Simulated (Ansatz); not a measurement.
**ZrSi2: Si → P**

Base system: ZrSi2 (space group Cmcm, No. 63; a = 3.675 Å, b = 14.567 Å, c = 3.656 Å).

It is then changed as follows: full substitution Si → P, then cell and atoms are relaxed.

The values are results of Ansatz (a first-principles code), PBEsol, PAW, cutoff 420 eV, no SOC, not measurements. Settings: 14×14×12 k-points, 0.05 eV Fermi–Dirac smearing, for the changed cell.

```yaml
density: 5.34 g/cm³ (base 5.00 g/cm³)
shortest_interatomic_distance: 2.437 Å (base 2.412 Å)
band_gap: zero (base zero)
```

Whether these cells are dynamically stable was not tested. As relaxed here, ZrP2 is a hypothetical phase, not in the database extracts checked. All final runs are without spin polarisation.
